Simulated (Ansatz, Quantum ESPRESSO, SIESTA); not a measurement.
# Zr2Au (P1, 3 atoms in the cell) computed with different codes at matched settings

Self-consistent single point, at a second geometry (atoms moved at random). First geometry:

```xyz
3
Lattice="-1.6502 1.6502 5.8255 1.6502 -1.6502 5.8255 1.6502 1.6502 -5.8255" Properties=species:S:1:pos:R:3 pbc="T T T"
Zr     0.0000     0.0000     7.6861
Zr     0.0000     0.0000     3.9648
Au     0.0000     0.0000     0.0000
```

Second geometry:
```yaml
crystal:
  lattice:
    - [-1.65018, 1.65018, 5.82547]
    - [1.65018, -1.65018, 5.82547]
    - [1.65018, 1.65018, -5.82547]
  atoms:
    - { symbol: Zr, position: [0.64831, 0.66489, 0.98954] }
    - { symbol: Zr, position: [0.35033, 0.35286, 0.02085] }
    - { symbol: Au, position: [0.00136, 0.98226, 0.98961] }
```

Shared settings, as Ansatz (a first-principles code) writes them: kpoints.mp_grid.grid = 10 10 10; scf.occupations.method = fermi_dirac; scf.occupations.width = 0.05 eV. Potentials and cutoffs stand in the table.

| code | model | ΔF from the first geometry (meV/atom) | pressure (GPa) | largest force (eV/Å) | cutoff |
|---|---|---|---|---|---|
| SIESTA | GGA PBEsol, numerical atomic orbitals TZP, PseudoDojo PBEsol standard norm-conserving potentials (rewritten from UPF to PSML) | 9.9 | -4.60 | 0.426 | grid 350 Ry |
| Ansatz | PBEsol, PAW files made with PBE | 9.0 | -3.63 | 0.409 | default |
| Quantum ESPRESSO | PBEsol, GBRV 1.5 ultrasoft (PBESOL) pseudopotentials | 9.0 | -3.80 | 0.409 | 40 Ry |

Size of the force on each atom (eV/Å): Sizes of forces hide their directions.

```json
[
 {"code": "SIESTA", "Zr1": "0.426", "Zr2": "0.425", "Au3": "0.300"},
 {"code": "Ansatz", "Zr1": "0.403", "Zr2": "0.409", "Au3": "0.254"},
 {"code": "Quantum ESPRESSO", "Zr1": "0.403", "Zr2": "0.409", "Au3": "0.254"}
]
```

On Ansatz's run: spin-orbit coupling is off.

The spread over the programs that give each value: ΔF from the first geometry within 0.9 meV/atom; pressure within 0.97 GPa; largest force within 0.017 eV/Å.

SIESTA uses small atom-centred bases, whose incompleteness enters pressures, forces and empty levels differently from a plane-wave cutoff. Ansatz's pressure is given at a fixed set of plane waves, as the other plane-wave codes print theirs.

The starting cell comes from a database of computed structures (which also holds hypothetical and non-ambient phases and stackings), without a prior relaxation at this level. For this run, on top of that: atoms moved at random.

Keys are those of Ansatz 0.2.
